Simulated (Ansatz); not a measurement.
Cubic perovskite CsPbBr3 (cubic high-temperature phase), treated with BLYP (Ansatz, a program for electronic structure, PAW).

Run with plane-wave cutoff 520 eV, 6×6×6 k mesh, Fermi–Dirac smearing 0.01 eV, scalar-relativistic PAW data made under PBE.

Energies at three volumes about the minimum:

```json
[
 {"V (Å³/atom)": "45.252", "E − E_lowest (meV/atom)": "0.95"},
 {"V (Å³/atom)": "46.176", "E − E_lowest (meV/atom)": "0.00"},
 {"V (Å³/atom)": "47.099", "E − E_lowest (meV/atom)": "0.88"}
]
```

Question: Fit a parabola by hand: where is the minimum, what lattice constant follows, and what is the bulk modulus?

Answer: Slopes: (0.00 − 0.95)/(46.176 − 45.252) = -1.028 and (0.88 − 0.00)/(47.099 − 46.176) = 0.953 meV/Å³. Curvature E″ = 2 × (0.953 − (-1.028))/(47.099 − 45.252) = 2.145 meV/Å⁶. From the middle of the first interval, the slope vanishes at V0 = 45.7140 − (-1.028)/2.145 = 46.193 Å³/atom. B = V0 E″ = 46.193 × 2.145 meV/Å³ × 0.1602 GPa per meV/Å³ = 15.9 GPa. With 5 atoms in the cube, a = (5 × 46.193)^(1/3) = 6.135 Å. The full Birch–Murnaghan fit to all volumes gives V0 = 46.175 Å³/atom and B0 = 15.9 GPa.

Note: the cell is over a tenth larger than the published one: the level's own overestimate first of all, though another phase or state, or a fault of the published cell, is possible; the relaxation could not lower the start's symmetry, so the cell can be a saddle point above a distorted one.
